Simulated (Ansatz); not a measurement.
Base system: VSb in the zinc blende structure (space group F-43m, No. 216; a = 6.1787 Å; ferromagnetic; a hypothetical phase, not in the database extracts checked).

(Cell as relaxed with PBE.)

Levels (all Ansatz, a first-principles code, PAW): PBE (420 eV, without spin-orbit coupling); r2SCAN (500 eV, no SOC).

Each level relaxes its own structure.

```csv
base,PBE,r2SCAN
volume per atom,29.49 Å³,29.91 Å³
lattice parameter a,6.179 Å,6.208 Å
band gap,zero,zero
largest site moment,1.97 μB,2.12 μB
```

It is then changed as follows: cell and atoms relaxed at a pressure of 9 GPa.

```tsv
quantity	PBE	r2SCAN
lattice parameter a	5.914 Å	5.927 Å
magnetic state	ferromagnetic	ferromagnetic
```

PBE's lattice parameter a lies 0.013 Å below r2SCAN's (0.2 %); the two agree on the magnetic state. Neither level is exact; r2SCAN is the comparison here, not a measurement.

Other magnetic orders, which the real material may have, were not ruled out. With Sb present, leaving out spin-orbit coupling can change the band edges. Load acts through the strain it causes; cell and atoms are relaxed under it. No phonon test of stability was made. No other phases were tried under pressure. Gaps under 0.05 eV, about the width of the smearing, are given as zero. A zero or small gap of VSb can be the functional's error rather than a property of the material.
